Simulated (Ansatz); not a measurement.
Take MgTe in the zinc blende structure (space group F-43m, No. 216; a = 6.368 Å) as the base.

The values are results of plane-wave PAW DFT at the LDA level (Ansatz, a quantum-chemistry and plane-wave program, 420 eV), without spin-orbit coupling, not measurements.

Strains are applied to the cell and any free atomic positions relax.

One change was made to it. Results:

The electron mass goes from 0.16 mₑ (at Γ) to 0.60 mₑ along k, 0.29 mₑ across (at X); the gap character changes from direct at Γ to indirect, Γ → X; the band gap goes up by 0.13 eV, from 2.38 eV to 2.51 eV; the pressure goes up by 4.28 GPa to 4.29 GPa.

Q: Which change produced these results?
A. isotropic strain +1.00 %
B. isotropic strain +2.00 %
C. isotropic strain −2.50 %
D. isotropic strain +3.00 %
E. isotropic strain −3.00 %

A: E, isotropic strain −3.00 %. For comparison, the pressure in the other runs: isotropic strain −2.50 % gives 3.46 GPa; isotropic strain +3.00 % gives -2.85 GPa; isotropic strain +2.00 % gives -2.03 GPa; isotropic strain +1.00 % gives -1.08 GPa.

Spin-orbit coupling, missing from the scalar runs, can matter with Te. Effective masses come from finite differences of ±0.01 Å⁻¹. Along k means along the line from Γ to the band edge. Stability against distortions was not tested.
